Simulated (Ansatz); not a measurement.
The reference is MgO (space group P4_2/mnm, No. 136; a = 5.510 Å, c = 3.276 Å; a hypothetical phase, not in the database extracts checked).

Levels (all Ansatz, an electronic-structure program, PAW): PBEsol (420 eV, scalar-relativistic without spin-orbit coupling); r2SCAN (500 eV, scalar-relativistic without spin-orbit coupling).

The geometry is relaxed with PBEsol.

- PBEsol lowest conduction level above the VBM at special points = Γ 3.36 eV; X 5.53 eV; M 6.55 eV; A 7.05 eV
- PBEsol pressure = -0.01 GPa
- PBEsol smallest direct gap = 3.37 eV

Q: Predict the lowest conduction level above the VBM at special points, pressure and smallest direct gap from r2SCAN.

A: The lowest conduction level above the VBM at special points becomes Γ 4.12 eV; X 6.29 eV; M 7.32 eV; A 7.88 eV (PBEsol: Γ 3.36 eV; X 5.53 eV; M 6.55 eV; A 7.05 eV); the pressure shrinks by 0.87 GPa to -0.88 GPa; the smallest direct gap increases by 0.76 eV (3.37 eV → 4.13 eV).

Single points use the geometry relaxed with PBEsol. Their cutoffs differ, which shifts pressures a little. No phonon test of stability was made.
